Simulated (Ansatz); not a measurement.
**ZnS, response to strain**

Take ZnS in the wurtzite structure (space group P6_3mc, No. 186; a = 3.8061 Å, c = 6.2447 Å) as the base. Axes: x lies along a and z along c of the hexagonal cell.

Strains are applied to the cell and any free atomic positions relax; under biaxial strain the out-of-plane vector relaxes too.

Method: r2SCAN in Ansatz (plane waves to 500 eV, PAW, no spin-orbit coupling).

Candidates:
(a) biaxial strain +0.59 %, plane normal [001], relaxed out of plane
(b) uniaxial strain ε_yy = −3.50 %
(c) tensor shear ε_xy = +3.10 %
(d) uniaxial strain ε_xx = +4.55 %

Base values:

| Quantity | Result |
|---|---|
| Band gap | 2.78 eV |

Problem. Order them by band gap, lowest first.

Solution. (d) uniaxial strain ε_xx = +4.55 % (2.53 eV), (c) tensor shear ε_xy = +3.10 % (2.62 eV), (a) biaxial strain +0.59 %, plane normal [001], relaxed out of plane (2.77 eV), (b) uniaxial strain ε_yy = −3.50 % (2.79 eV)

No phonon test of stability was made.

Ansatz is a quantum-chemistry and plane-wave program.
